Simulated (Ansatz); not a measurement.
Where the default PAW files enter, the runs use the earlier of Ansatz's two default sets.

The decay constant κ of evanescent states in the gap governs leakage through a thin film.

Input:

```xyz
8
Lattice="5.3273 0.0000 0.0000 0.0000 10.0707 0.0000 2.6636 0.0000 1.5378" Properties=species:S:1:pos:R:3 pbc="T T T"
Si     4.4394     9.4447     1.5378
Si     6.2151     4.4093     1.5378
Si     0.0000     6.9275     0.0000
Si     0.0000     1.8922     0.0000
C      4.4394     7.5510     1.5378
C      6.2151     2.5156     1.5378
C      0.0000     5.0400     0.0000
C      0.0000     0.0046     0.0000
```

Space group of this cell: P6_3mc. The cell is taken as given.

Transport runs along the normal of the first two printed cell vectors, the (110) plane of the conventional cell.

No gap correction and no spin-orbit coupling; mid-gap values are interpolated between computed energies.

Q: Predict the band gap and the smallest decay constant κ at mid-gap from r2SCAN (Ansatz, an electronic-structure program).

A: Gap 2.60 eV on a 20×4×20 mesh; κ = 0.213 1/Å, at the zone centre.
